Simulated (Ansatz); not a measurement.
## A computed series for hypothetical simple cubic Ni: pressure series

Start from Ni in the simple cubic structure (space group Pm-3m, No. 221; a = 2.330 Å; ferromagnetic; a hypothetical phase, not in the database extracts checked).

Cell and atoms are relaxed at each pressure.

Computed with PBE (Ansatz, a quantum-chemistry and plane-wave program, PAW, scalar-relativistic without spin-orbit coupling).

```csv
change,largest site moment,volume per atom
base,0.59 μB,12.65 Å³
pressure −2 GPa,0.62 μB,12.84 Å³
pressure −1 GPa,0.60 μB,12.74 Å³
pressure 0.3 GPa,0.59 μB,12.62 Å³
pressure 0.7 GPa,0.58 μB,12.58 Å³
pressure 1.5 GPa,0.57 μB,12.51 Å³
pressure 3 GPa,0.55 μB,12.39 Å³
pressure 5 GPa,(withheld),(withheld)
pressure 7.5 GPa,0.51 μB,12.05 Å³
pressure 10 GPa,0.49 μB,11.88 Å³
```

Problem. Some entries are withheld; estimate them.

Solution. 
- pressure 5 GPa, largest site moment: 0.53 μB
- pressure 5 GPa, volume per atom: 12.23 Å³

The magnetic state is the one reached from the starting moments; the real material's order can differ, and small cells can't hold many antiferromagnetic ones. Load acts through the strain it causes; cell and atoms are relaxed under it. No phonon test of stability was made. Competing high-pressure phases were not computed.
